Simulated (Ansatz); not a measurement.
**Y₃Si (model structure, started from the A15 type, Pm-3n, No. 223, 8 atoms in the cell)**

Method: PBE-D3(BJ) (plane waves, PAW; Ansatz, a first-principles code).

Numerical settings: plane-wave cutoff 500 eV, 6×6×6 k mesh, Fermi–Dirac smearing 0.05 eV, scalar-relativistic PAW data made under PBE.

Cell (relaxed at this level):

Space group Pm-3n (No. 223); a = b = c = 5.833 Å, α = β = γ = 90.00°

| atom | site | symmetry | x | y | z |
|---|---|---|---|---|---|
| Y | 6c | -4m.2 | 0.0000 | 0.5000 | 0.2500 |
| Si | 2a | m-3. | 0.0000 | 0.0000 | 0.0000 |

```yaml
band_gap: none
```

Note: the relaxation could raise the start's symmetry but not lower it, so the cell can be a saddle point.

Spin–orbit coupling is not included.

Cost on a shared machine: about 50 core-seconds (a rough figure).

A model structure was made by putting elements into a prototype or built by hand; it is no filed structure, need not be a known phase, and can be a saddle point held by its symmetry.
